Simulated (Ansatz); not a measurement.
End structure of a constructed model of the (111) surface of fcc Ir, a layer of V in place of the third plane (bottom of the slab: a bare face, its two planes held):

```yaml
crystal:
  lattice:
    - [2.73720, 0.00000, 0.00000]
    - [-1.36860, 2.37048, 0.00000]
    - [0.00000, 0.00000, 27.50000]
  atoms:
    - { symbol: Ir, position: [0.33333, 0.66667, 0.29421] }
    - { symbol: Ir, position: [0.66667, 0.33333, 0.37548] }
    - { symbol: Ir, position: [0.00000, 0.00000, 0.45925] }
    - { symbol: V, position: [0.33333, 0.66667, 0.53649] }
    - { symbol: Ir, position: [0.66667, 0.33333, 0.61324] }
    - { symbol: Ir, position: [0.00000, 0.00000, 0.69618] }
```

Slab: 6 atoms, 11.3 Å thick at the start with caps and adatoms (thin: gaps and levels are the slab's own); k 16x16x1, smearing 0.1 eV, dipole-corrected; 2 atoms held, the rest relaxed; held to the start's symmetry, so lower structures may exist; spin-polarised, no spin-orbit, no U. The starting moment vanished. In PBE it lies 0.59 eV a 1x1 cell over the lowest computed structure of the same composition (a layer of V in place of the second plane).

Question: Predict the work function of the top face from Ansatz (a first-principles code) with PBE.

Answer: 5.62 eV
